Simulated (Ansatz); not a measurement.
Ansatz (a quantum-chemistry and plane-wave program) is run on LiPS₃ (C2/m, 10 atoms in the cell), and the run fails. The aim is a self-consistent single point with DFT, r2SCAN, plane waves, default PAW files made with PBE.

Cell that was meant: a = 6.5791 Å, b = 6.5791 Å, c = 6.5342 Å, α = 119.48°, β = 119.48°, γ = 64.45°.

Part of the input:

Ansatz 0.2 input:
```yaml
  xc: r2scan
  pseudopotentials:
    kind: paw
magnetization:
  spin_orbit: true
scf:
  occupations:
    method: fermi_dirac
```

The program printed (abridged):

```
Error: inconsistent input (magnetization.spin_orbit, magnetization.noncollinear): true requires noncollinear: true — spin–orbit coupling acts on 2-spinor wavefunctions; set both flags
```

Q: Read the log: what does the program object to, and what is the fix?

A: The fault is spin-orbit coupling without the non-collinear switch. Spin-orbit coupling mixes the two spin components, so the orbitals must be spinors. To fix it, switch non-collinear spin on with it, or drop the coupling. The program stopped before any SCF iteration.

An input that runs soundly differs in these lines (not the only fix; some lines may just follow from the change or write a value another way):
```diff
-magnetization:
-  spin_orbit: true
```

With that input, the run converged in 7 iterations: free energy E − TS (on the zero of these files) -7370.2600 eV; top of the valence band (on the code's own zero) 3.52 eV; gap on the k-point mesh 2.17 eV; pressure 0.99 GPa; largest force (vector length) 0.355 eV/Å (DFT, r2SCAN, plane waves, default PAW files made with PBE).

On the sound input: the starting cell comes from a database of published, mostly measured structures (it also holds non-ambient and calculated ones), without a prior relaxation at this level. Its lattice was rescaled by a random factor within 2.5 % of one. Ansatz's pressure includes its estimate of the finite-basis (Pulay) stress.
